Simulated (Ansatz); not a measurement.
VO2 in the rutile structure (space group P4_2/mnm, No. 136; ferromagnetic)

Space group P4₂/mnm (No. 136); a = b = 4.536 Å, c = 2.802 Å, α = β = γ = 90.00°

```csv
atom,site,symmetry,x,y,z
V,2a,m.mm,0.0000,0.0000,0.0000
O,4f,m.2m,0.2990,0.2990,0.0000
```

Calculations: Ansatz (a program for electronic structure) PBEsol, without spin-orbit coupling. Settings: 10×10×17 k-points, 0.05 eV Fermi–Dirac smearing.

| Quantity | Result |
|---|---|
| Volume per atom | 9.61 Å³ |
| Density | 4.78 g/cm³ |
| Band gap | zero |
| Magnetic state | ferromagnetic |
| Total energy | -1336.386 eV/atom (σ→0; compares only within this code and set-up) |

Other magnetic orders, which the real material may have, were not ruled out. No phonon test of stability was made. No Hubbard U is applied, and correlation can decide whether such a compound is a metal.
